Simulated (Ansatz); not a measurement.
Reference: VH₂ (Fm-3m), PBEsol, DFPT electron-phonon coupling, linearised Boltzmann equation (plane waves, PAW, scalar-relativistic; Ansatz, a program for electronic structure); geometry: relaxed with this functional, without spin-orbit coupling.

Space group Fm-3m (No. 225); a = b = c = 4.1637 Å, α = β = γ = 90.00°

| atom | site | symmetry | x | y | z |
|---|---|---|---|---|---|
| V | 4a | m-3m | 0.0000 | 0.0000 | 0.0000 |
| H | 8c | -43m | 0.2500 | 0.2500 | 0.2500 |
(The calculation used a cell of 3 atoms; values per cell refer to that cell.)

| Property | Result |
|---|---|
| resistivity at 300 K | 11.8 μΩ·cm |
| mean free path at 300 K | 6.2 nm |
| electron-phonon coupling λ | 0.30 |
| logarithmic mean phonon energy | 29 meV |

Swap V for Nb, keeping the structure type. How do these values move?

NbH2 (Fm-3m): volume per atom 6.0 to 7.7 Å³; resistivity at 300 K stays about the same (11.8 μΩ·cm to 11.3 μΩ·cm); mean free path at 300 K rises (6.2 nm to 7.7 nm); electron-phonon coupling λ rises (0.30 to 0.38); logarithmic mean phonon energy falls (29 meV to 23 meV).

Replace V by Ta on the same sites and relax. What happens?

TaH2 (Fm-3m): volume per atom 6.0 to 7.6 Å³; resistivity at 300 K rises (11.8 μΩ·cm to 18.1 μΩ·cm); mean free path at 300 K falls (6.2 nm to 4.7 nm); electron-phonon coupling λ rises (0.30 to 0.73); logarithmic mean phonon energy falls (29 meV to 15.0 meV).

Swap V for Lu, keeping the structure type. How do these values move?

LuH2 (Fm-3m): volume per atom 6.0 to 10.2 Å³; resistivity at 300 K stays about the same (11.8 μΩ·cm to 11.7 μΩ·cm); mean free path at 300 K rises (6.2 nm to 11.9 nm); electron-phonon coupling λ falls (0.30 to 0.27); logarithmic mean phonon energy falls (29 meV to 25 meV).

Moves up to 7 % count as about the same. Metals; harmonic phonons alone scatter; means over directions. The mean free path is weighted by the current that each state carries. Halving the electron mesh moves these values by up to 5 %; q meshes are mostly untested. Some of the runs warned that the eigensolver left states short of its tolerance. Spin-orbit coupling is left out.

Formula and space group known from diffraction (Crystallography Open Database), not checked to be the room-temperature form: LuH2 (Fm-3m), NbH2 (Fm-3m), VH2 (Fm-3m). Computed structure with no diffraction record at hand here (it may be known, metastable or hypothetical): TaH2 (Fm-3m). Treated as nonmagnetic (a ferromagnetic start lost its moment, other orders weren't tried): VH2 (Fm-3m). The missing spin-orbit coupling matters most for LuH2 (Fm-3m), TaH2 (Fm-3m).
